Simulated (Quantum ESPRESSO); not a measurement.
Worked example: self-consistent single point of LaOF (P4mm, 6 atoms in the cell) in Quantum ESPRESSO.

Level of theory: LDA (PZ), GBRV 1.5 ultrasoft (LDA) pseudopotentials (plane waves; Quantum ESPRESSO).

```xyz
6
Lattice="4.0896 0.0000 0.0000 0.0000 4.0896 0.0000 0.0000 0.0000 5.8430" Properties=species:S:1:pos:R:3 pbc="T T T"
La     2.0448     0.0000     4.2319
La     0.0000     2.0448     1.6611
O      0.0000     0.0000     2.9215
O      2.0448     2.0448     2.9215
F      2.0448     2.0448     0.0000
F      0.0000     0.0000     0.0000
```

Reference input (self-consistent single point, DFT, LDA (PZ), plane waves, GBRV 1.5 ultrasoft (LDA) pseudopotentials): ecutwfc = 40 Ry; ecutrho = 200 Ry; occupations = smearing; smearing = fermi-dirac; degauss = 0.0036749 Ry; potentials = {La: la_lda_v1.uspp.F.UPF, O: o_lda_v1.2.uspp.F.UPF, F: f_lda_v1.4.uspp.F.UPF}; K_POINTS = automatic 3 3 2 0 0 0; conv_thr = 1e-10 Ry. This run's input differs from it in these lines:

```diff
@@ -18,2 +18,3 @@
     degauss = 0.0036749
+    nbnd = 24
 /
```

Log, with long lists cut:

```
     Self-consistent Calculation

     iteration #  1     ecut=    40.00 Ry     beta= 0.70

 %%%%%%%%%%%%%%%%%%%%%%%%%%%%%%%%%%%%%%%%%%%%%%%%%%%%%%%%%%%%%%%%%%%%%%%%%%%%%%
     Error in routine efermig (1):
     internal error, cannot bracket Ef
 %%%%%%%%%%%%%%%%%%%%%%%%%%%%%%%%%%%%%%%%%%%%%%%%%%%%%%%%%%%%%%%%%%%%%%%%%%%%%%

     stopping ...
```

The program stopped with an error at about iteration 1. 

The starting cell comes from a database of computed structures (which also holds hypothetical and non-ambient phases and stackings), without a prior relaxation at this level. Its lattice was rescaled by up to half a per cent. One atom was moved a little off its site on purpose.
